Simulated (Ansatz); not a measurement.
# TiC: uniaxial strain ε_xx = −0.67 %

Consider TiC in the rock salt structure (space group Fm-3m, No. 225; a = 4.329 Å; relaxed with 0.1 eV smearing). Axes: x, y, z lie along the cube axes.

Now apply this change: the cell is compressed by 0.67 % along x with no lateral relaxation; the atoms relax in the strained cell.

The values are results of DFT with r2SCAN, PAW potentials and a 500 eV plane-wave cutoff in Ansatz (a program for electronic structure), no spin-orbit coupling, earlier PAW set, not measurements. Γ-centred 23×23×23 mesh, Fermi–Dirac width 0.1 eV.

| quantity | base | changed | shift |
|---|---|---|---|
| volume per atom | 10.14 Å³ | 10.07 Å³ | -0.07 Å³ |
| shortest interatomic distance | 2.164 Å | 2.150 Å | -0.0145 Å |
| energy relative to the base (free energy F) | 0 meV/atom | +0.8 meV/atom | +0.8 meV/atom |
| pressure (mean of the normal stresses, compression positive) | 0.0 GPa | 1.8 GPa | +1.8 GPa |
| band gap | zero | zero | – |
| stress (xx, yy, zz, yz, xz, xy; compression positive) | – | (3.7, 0.9, 0.9, 0.0, 0.0, 0.0) GPa | – |

Stability against distortions was not tested. All final runs are without spin polarisation.
